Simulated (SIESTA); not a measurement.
Band structure of LaZn₂ (Imma, 6 atoms in the cell).

```
CELL_PARAMETERS angstrom
     -2.29997     3.74150     3.68488
      2.29997    -3.74150     3.68488
      2.29997     3.74150    -3.68488
ATOMIC_POSITIONS crystal
  La 0.79205 0.54205 0.25000
  La 0.20795 0.45795 0.75000
  Zn 0.77346 0.83618 0.93728
  Zn 0.22654 0.16382 0.06272
  Zn 0.39890 0.83618 0.56272
  Zn 0.60110 0.16382 0.43728
```

Computed with GGA PBEsol, numerical atomic orbitals DZP, PseudoDojo PBEsol standard norm-conserving potentials (rewritten from UPF to PSML) (SIESTA).

Settings: XC.functional = GGA; XC.authors = PBEsol; potentials = PseudoDojo PBEsol standard; PAO.BasisSize = DZP; PAO.EnergyShift = 0.01 Ry; MeshCutoff = 300 Ry; kgrid.MonkhorstPack = 4 4 4; OccupationFunction = FD; ElectronicTemperature = 100 meV; MaxSCFIterations = 150; SCF.Mixer.Method = Pulay; SCF.Mixer.Weight = 0.2; SCF.Mixer.History = 6; SCF.DM.Tolerance = 1.0E-05.

The starting cell comes from a database of computed structures (which also holds hypothetical and non-ambient phases and stackings), without a prior relaxation at this level. Its lattice was rescaled by a random factor within 2.5 % of one. Values carry the incompleteness of an atom-centred basis.

Levels in eV from the Fermi level, bands 47 to 52:
```csv
point,47,48,49,50,51,52
Γ,-2.11,-1.80,-1.52,-1.27,-0.99,-0.60
X,-4.36,-2.25,-1.57,-1.36,0.01,0.29
L,-4.35,-2.25,-1.57,-1.36,0.01,0.29
T,-4.80,-1.76,-1.32,-0.85,-0.76,0.56
W,-3.67,-3.67,-0.62,-0.62,0.01,0.01
R,-3.13,-3.13,-1.11,-1.11,0.04,0.04
X1,-4.36,-2.25,-1.57,-1.36,0.01,0.29
Z,-4.57,-2.38,-0.50,-0.32,0.89,0.96
Y,-4.57,-2.38,-0.50,-0.32,0.89,0.96
S,-2.30,-1.97,-0.94,-0.83,0.06,0.35
L1,-4.35,-2.25,-1.57,-1.36,0.01,0.29
Y1,-4.57,-2.38,-0.50,-0.32,0.89,0.96
```

Bands cross the Fermi level along this path, so the cell is metallic at this level.

Higher empty bands are left out: an atom-centred basis made for the valence describes them poorly.
